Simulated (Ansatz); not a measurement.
## Response to strain in ZrB2

Base system: ZrB2 (space group P6/mmm, No. 191; a = 3.171 Å, c = 3.542 Å; relaxed with 0.1 eV smearing).

Strains are applied to the cell and any free atomic positions relax.

The values are results of plane-wave PAW DFT at the PBE level (Ansatz, a first-principles code, 420 eV), spin-orbit coupling left out, not measurements.

Notes on the quantities. pressure: mean of the normal stresses, compression positive.

```tsv
isotropic strain (%)	pressure (GPa)
-2.5	21.0
-1	7.6
-0.5	3.7
0	0.0
0.5	-3.5
1	-6.7
1.5	?
2	-12.6
3	-17.8
```

Question: Fit P = P₀ − Bδ + Cδ² with δ = (1 + ε)³ − 1 to the rows shown and predict the withheld row.

Answer: Least squares on the printed values gives P₀ = 0.0 GPa, B = 244 GPa (at held cell shape), C = 569 GPa (largest residual 0.2 GPa); this predicts -9.9 GPa, and the run gives -9.8 GPa, in agreement.

No phonon test of stability was made. All final runs are without spin polarisation.
